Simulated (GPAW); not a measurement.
## A self-consistent single point of SnSe2 (P-3m1, 3 atoms in the cell) with GPAW

Level of theory: PBE, GPAW PAW datasets PBE (gpaw-data 1.0.1) (plane waves; GPAW).

This input was run:

```python
from ase import Atoms
from ase.units import GPa
from gpaw import GPAW

atoms = Atoms(['Sn', 'Se', 'Se'],
              cell=[[3.763909, 0.000000, 0.000000],
                    [-1.881955, 3.259641, 0.000000],
                    [0.000000, 0.000000, 6.354217]],
              positions=[[0.000000, 0.000000, 0.000000],
                         [1.881956, 1.086546, 4.810778],
                         [-0.000002, 2.173095, 1.543439]],
              pbc=True)

calc = GPAW(mode={'name': 'pw', 'ecut': 600},
            xc='PBE',
            kpts={'size': (8, 8, 4), 'gamma': True},
            occupations={'name': 'fixed-uniform'},
            nbands=-4,
            convergence={'density': 1e-05, 'bands': -2},
            symmetry={'symmorphic': False, 'tolerance': 0.0005},
            maxiter=150)

atoms.calc = calc

energy = atoms.get_potential_energy()
print('Energy (eV):', round(energy, 6))
forces = atoms.get_forces()
print('Forces (eV/Ang):')
print(forces.round(5))
stress = atoms.get_stress()
print('Stress (GPa, Voigt):', (stress / GPa).round(4))
```

Output, abridged:

```
Input parameters:
  convergence: {bands: -2,
                density: 1e-05}
  kpts: {gamma: True,
         size: (8, 8, 4)}
  maxiter: 150
  mode: {ecut: 600,
         name: pw}
  nbands: -4
  occupations: {name: fixed-uniform}
  symmetry: {symmorphic: False,
             tolerance: 0.0005}
  xc: PBE

species:
  Sn:
    name: Tin
    Z: 50.0
    valence: 14
    core: 36
    charge: 0.0
    file: Sn.PBE.gz

    # Using partial waves for Sn as LCAO basis

  Se:
    name: Selenium
    Z: 34.0
    valence: 6
    core: 28
    charge: 0.0
    file: Se.PBE.gz

    # Using partial waves for Se as LCAO basis

Reference energy: -300217.757568  # eV

Spin-paired calculation

Convergence criteria:
 Maximum [total energy] change in last 3 cyles: 0.0005 eV / valence electron
 Maximum integral of absolute [dens]ity change: 1e-05 electrons / valence electron
 Maximum integral of absolute [eigenst]ate change: 4e-08 eV^2 / valence electron
 Maximum number of scf [iter]ations: 150

Symmetries present (total): 12
Symmetries with fractional translations: 0
256 k-points: 8 x 8 x 4 Monkhorst-Pack grid + [1/16,1/16,1/8]
35 k-points in the irreducible part of the Brillouin zone
       k-points in crystal coordinates                weights
   0:     0.00000000    0.00000000    0.00000000          1/256
   1:     0.00000000    0.00000000    0.25000000          2/256
   2:     0.00000000    0.00000000    0.50000000          1/256
   [... 7 lines left out ...]
          ...
  34:     0.50000000    0.50000000    0.50000000          3/256

Wave functions: Plane wave expansion
  Cutoff energy: 600.000 eV
  Number of coefficients (min, max): 2582, 2642
  Pulay-stress correction: 0.000000 eV/Ang^3 (de/decut=0.000000)

Occupation numbers: # Uniform distribution of occupation numbers

Eigensolver

Densities:
  Coarse grid: 24*24*36 grid
  Fine grid: 48*48*72 grid
  Total Charge: 0.000000

Density mixing:
  Method: separate
  Backend: pulay
  Linear mixing parameter: 0.05
  old densities: 5
  Damping of long wavelength oscillations: 50

Hamiltonian:
  XC and Coulomb potentials evaluated on a 48*48*72 grid
  External potential:
    NoExternalPotential

XC parameters: PBE with 2 nearest neighbor stencil

Number of atoms: 3
Number of atomic orbitals: 17
Number of bands in calculation: 17
Number of valence electrons: 26
Bands to converge: 15

Density initialized from atomic densities
  17 bands from LCAO basis set

Atomic positions and initial magnetic moments

Positions:
   0 Sn     0.000000    0.000000    0.000000    ( 0.0000,  0.0000,  0.0000)
   1 Se     1.881956    1.086546    4.810778    ( 0.0000,  0.0000,  0.0000)
   2 Se    -0.000002    2.173095    1.543439    ( 0.0000,  0.0000,  0.0000)

Unit cell:
           periodic     x           y           z      points  spacing
  1. axis:    yes    3.763909    0.000000    0.000000    24     0.1358
  2. axis:    yes   -1.881955    3.259641    0.000000    24     0.1358
  3. axis:    yes    0.000000    0.000000    6.354217    36     0.1765

  Lengths:   3.763909   3.763909   6.354217
  Angles:   90.000000  90.000000 120.000005

Effective grid spacing dv^(1/3) = 0.1555

     iter     time        total  log10-change:
                         energy   eigst   dens
iter:   1 --:--:--   -12.147947   +0.43
iter:   2 --:--:--   -12.121237   -0.66  -1.20
iter:   3 --:--:--   -11.963595   -1.31  -1.24
iter:   4 --:--:--   -11.988462   -1.48  -1.45
iter:   5 --:--:--   -11.980886   -1.89  -1.68
iter:   6 --:--:--   -11.979865c  -2.94  -1.90
iter:   7 --:--:--   -11.949366   -2.11  -1.91
iter:   8 --:--:--   -11.948009   -3.38  -2.60
iter:   9 --:--:--   -11.948016c  -3.85  -3.09
iter:  10 --:--:--   -11.948042c  -4.05  -3.08
iter:  11 --:--:--   -11.947965c  -4.36  -3.05
iter:  12 --:--:--   -11.948010c  -4.40  -3.60
iter:  13 --:--:--   -11.947973c  -4.84  -3.29
iter:  14 --:--:--   -11.947968c  -5.16  -3.52
   [... 2 lines left out ...]
iter:  17 --:--:--   -11.947969c  -5.95  -4.12
iter:  18 --:--:--   -11.947968c  -6.21  -4.18
iter:  19 --:--:--   -11.947968c  -6.27  -4.60
iter:  20 --:--:--   -11.947968c  -6.58  -4.63
iter:  21 --:--:--   -11.947968c  -6.65  -4.62
iter:  22 --:--:--   -11.947968c  -6.78  -5.11c
iter:  23 --:--:--   -11.947968c  -7.19  -5.07c
iter:  24 --:--:--   -11.947968c  -7.46c -5.18c

Converged after 24 iterations.

Dipole moment: (-0.000000, 0.000000, -0.000000) |e|*Ang

Energy contributions relative to reference atoms: (reference = -300217.757568)

Kinetic:        +32.655988
Potential:      -29.159666
External:        +0.000000
XC:             -15.337228
Entropy (-ST):   +0.000000
Local:           -0.107062
SIC:             +0.000000
--------------------------
Free energy:    -11.947968
Extrapolated:   -11.947968

Showing only first 2 kpts
 Kpt  Band  Eigenvalues  Occupancy
  0    11      4.75601    2.00000
  0    12      4.75602    2.00000
  0    13      6.32834    0.00000
  0    14      8.11944    0.00000

  1    11      4.81121    2.00000
  1    12      4.81122    2.00000
  1    13      7.07844    0.00000
  1    14      8.12097    0.00000

Fermi level: 5.39584

Gap: 0.850 eV
Transition (v -> c):
  (s=0, k=5, n=12, [0.12, 0.00, 0.25]) -> (s=0, k=34, n=13, [0.50, 0.50, 0.50])
Direct/indirect transitions are different
Direct gap: 1.298 eV
Transition at: (s=0, k=33, n=12, [0.50, 0.50, 0.25])
Energy (eV): -11.947968

Forces in eV/Ang:
  0 Sn   -0.00000   -0.00000    0.00000
  1 Se   -0.00000    0.00000   -0.82374
  2 Se   -0.00000   -0.00000    0.82374

Stress tensor:
    -0.038862    -0.000000     0.000000
    -0.000000    -0.038862     0.000000
     0.000000     0.000000    -0.038902
Stress (GPa, Voigt): [-6.2263 -6.2263 -6.2329  0.      0.     -0.    ]
```

The run converged in 24 iterations. GPAW prints stress with tension positive.

The starting cell comes from a database of computed structures (which also holds hypothetical and non-ambient phases and stackings), without a prior relaxation at this level. Its lattice was rescaled by a random factor within 2.5 % of one. With a pressure of about 6 GPa the cell is away from its equilibrium volume at this level.
